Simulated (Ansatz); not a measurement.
Input and output of a relaxation of cell and atoms for TaTc (Pm-3m, 2 atoms in the cell) (Ansatz, a quantum-chemistry and plane-wave program).

Level of theory: PBEsol, default PAW files made with PBE (plane waves; Ansatz).

```yaml
crystal:
  lattice:
    - [3.17200, 0.00000, 0.00000]
    - [0.00000, 3.17200, 0.00000]
    - [0.00000, 0.00000, 3.17200]
  atoms:
    - { symbol: Ta, position: [0.00000, 0.00000, 0.00000] }
    - { symbol: Tc, position: [0.50000, 0.50000, 0.50000] }
```

Reference input (self-consistent single point, DFT, PBEsol, plane waves, default PAW files made with PBE): kpoints.mp_grid.grid = 10 10 10; hamiltonian.xc = pbesol; hamiltonian.pseudopotentials = {kind: paw} (the program's default PAW files); scf.occupations.method = cold; scf.occupations.width = 0.05 eV. This run's input differs from it in these lines:

```diff
@@ -20,2 +20,4 @@
     width: 0.05 eV
+relax:
+  cell: {}
 output:
```

Log, with long lists cut:

```
   [... SCF lines of the steps left out ...]
relax step   1: F+E_penalty+E_count = -15145.14768330 eV  Δ(F+E_penalty+E_count) = +0.000e0 eV  max|allowed force component| = 2.294e-29 eV/Å  Δτ_max = 0.0000 Å  P = -4.885 GPa  Ω = 31.915 Å³  (6 SCF iters, dr2 threshold 1.00e-7 eV, accepted)
relax step   2: F+E_penalty+E_count = -15145.10230479 eV  Δ(F+E_penalty+E_count) = +4.538e-2 eV  max|allowed force component| = 4.207e-30 eV/Å  Δτ_max = 0.0000 Å  P = +13.372 GPa  Ω = 29.958 Å³  energy of the carried Pulay correction = +1.706e-4 eV  [...]
   [... lines left out ...]
relax step   4: F+E_penalty+E_count = -15145.15682696 eV  Δ(F+E_penalty+E_count) = -4.587e-5 eV  max|allowed force component| = 4.766e-30 eV/Å  Δτ_max = 0.0000 Å  P = +0.008 GPa  Ω = 31.326 Å³  energy of the carried Pulay correction = +5.022e-5 eV  [...]
relax step   5: F+E_penalty+E_count = -15145.15678861 eV  Δ(F+E_penalty+E_count) = +3.835e-5 eV  max|allowed force component| = 5.752e-30 eV/Å  Δτ_max = 0.0000 Å  P = +0.004 GPa  Ω = 31.326 Å³  stress off target by 3.91e-3 GPa  SCF on the basis [...]
basis re-selected at this cell: Δ(F+E_penalty+E_count) = +3.835e-5 eV, ΔP = -0.004 GPa vs the last step
the relaxation is at rest under the 48 symmetry operations that the run kept from its start: a minimum is not shown …
Stability not checked (fill_not_monotonic)
Free energy (F): -15145.156789 eV
Internal energy: -15145.156291 eV  (E = F + TS)
   [... lines left out ...]
Fermi energy:    21.352784 eV
   [... lines left out ...]
to start a new deck from the relaxed geometry:
  cell:  # Å, volume = 31.3265 Å³
    - [3.1523691185879223, -3.851859888774472e-34, -1.2839532962581572e-34]
    - [-6.4197664812907865e-34, 3.1523691185879223, -6.419766481290786e-35]
    - [0.0, -6.419766481290786e-35, 3.1523691185879223]
  atoms:
    - { symbol: Ta, position: [-3.2212488342901814e-47, -2.8761150306162346e-48, 5.752230061232468e-49] }
    - { symbol: Tc, position: [0.5, 0.5, 0.5] }
```

The run converged. 

Summary of the result:
| Item | Result |
|---|---|
| Free energy E − TS (on the zero of these files) | -15145.1568 eV |
| Fermi level (on the code's own zero) | 21.35 eV |
| Pressure | 0.00 GPa |
| Final cell | a = b = c = 3.1524 Å, α = β = γ = 90.00° |
| Final volume per atom | 15.66 Å³ |
| Relaxation steps | 5 |

The starting cell comes from a database of published, mostly measured structures (it also holds non-ambient and calculated ones), without a prior relaxation at this level. Spin polarisation is off. The relaxation keeps the symmetry of its start, so its end need not be a minimum. Ansatz's pressure includes its estimate of the finite-basis (Pulay) stress.

Keys are those of Ansatz 0.2.
